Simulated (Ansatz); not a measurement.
Here is the system:

```yaml
crystal:
  lattice:
    - [0.00000, 2.71944, 2.71944]
    - [2.71944, 0.00000, 2.71944]
    - [2.71944, 2.71944, 0.00000]
  atoms:
    - { symbol: Ga, position: [0.00000, 0.00000, 0.00000] }
    - { symbol: P, position: [0.25000, 0.25000, 0.25000] }
```

All values below come from PBEsol with spin-orbit coupling, rigid bands (plane waves, PAW; Ansatz, a first-principles code). Condition of this run: spin-orbit coupling switched on. Geometry: cell and atoms relaxed with PBEsol.

Task: What conductivity effective mass do dilute holes have at 300 K?

Result: 0.48 mₑ.

Task: Predict the electron conductivity mass (n e² τ/σ) at 300 K, by direction if it differs.

Result: 0.35 mₑ.

Task: And the band gap?

Result: 1.43 eV at this level; semilocal functionals usually fall short of the measured gap.

Rigid bands, one relaxation time for all states, no polarons.
